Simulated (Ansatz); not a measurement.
Reference: GaP (F-43m), r2SCAN with spin-orbit coupling, rigid bands (plane waves, PAW; Ansatz, an electronic-structure program); axes and stresses refer to this cell.

```
GaP
1.0
    0.00000     2.71923     2.71923
    2.71923     0.00000     2.71923
    2.71923     2.71923     0.00000
Ga P
1 1
Direct
  0.00000   0.00000   0.00000
  0.25000   0.25000   0.25000
```

Seebeck coefficient, n-type 1e19 cm⁻³: -328 μV/K
Seebeck coefficient, p-type 1e19 cm⁻³: 318 μV/K
band gap: 1.81 eV

Problem. Change: biaxial stress in (001) of -1.4 GPa (compression positive). What happens to Seebeck coefficient, n-type 1e19 cm⁻³, Seebeck coefficient, p-type 1e19 cm⁻³, band gap?

Solution. Seebeck coefficient, n-type 1e19 cm⁻³ decreases in size to -233 μV/K; Seebeck coefficient, p-type 1e19 cm⁻³ decreases to 260 μV/K; band gap drops to 1.65 eV.

Problem. Change: biaxial stress in (001) of -2.8 GPa (compression positive). What happens to Seebeck coefficient, n-type 1e19 cm⁻³, Seebeck coefficient, p-type 1e19 cm⁻³, band gap?

Solution. Seebeck coefficient, n-type 1e19 cm⁻³ drops in size to -229 μV/K; Seebeck coefficient, p-type 1e19 cm⁻³ decreases to 205 μV/K; band gap decreases to 1.47 eV.

Problem. Change: uniaxial stress along [110] of -9.8 GPa (compression positive). What happens to Seebeck coefficient, n-type 1e19 cm⁻³, Seebeck coefficient, p-type 1e19 cm⁻³, band gap?

Solution. Seebeck coefficient, n-type 1e19 cm⁻³ falls in size to -243 μV/K; Seebeck coefficient, p-type 1e19 cm⁻³ decreases to 224 μV/K; band gap decreases to 0.76 eV.

Problem. Change: uniaxial stress along [110] of 1.4 GPa (compression positive). What happens to Seebeck coefficient, n-type 1e19 cm⁻³, Seebeck coefficient, p-type 1e19 cm⁻³, band gap?

Solution. Seebeck coefficient, n-type 1e19 cm⁻³ decreases in size to -307 μV/K; Seebeck coefficient, p-type 1e19 cm⁻³ falls to 276 μV/K; band gap drops to 1.72 eV.

Problem. Change: uniaxial stress along [111] of -4.2 GPa (compression positive). What happens to Seebeck coefficient, n-type 1e19 cm⁻³, Seebeck coefficient, p-type 1e19 cm⁻³, band gap?

Solution. Seebeck coefficient, n-type 1e19 cm⁻³ goes up in size to -360 μV/K; Seebeck coefficient, p-type 1e19 cm⁻³ shrinks to 281 μV/K; band gap falls to 1.70 eV.

Problem. Change: uniaxial stress along [111] of -7 GPa (compression positive). What happens to Seebeck coefficient, n-type 1e19 cm⁻³, Seebeck coefficient, p-type 1e19 cm⁻³, band gap?

Solution. Seebeck coefficient, n-type 1e19 cm⁻³ goes up in size to -371 μV/K; Seebeck coefficient, p-type 1e19 cm⁻³ falls to 280 μV/K; band gap falls to 1.57 eV.

Seebeck coefficients are for the stated density at 300 K, with one relaxation time for all states and whether or not that doping can be reached. Stresses and pressures are the targets of the relaxation.  The structure type is held under load, also where the real crystal would transform.
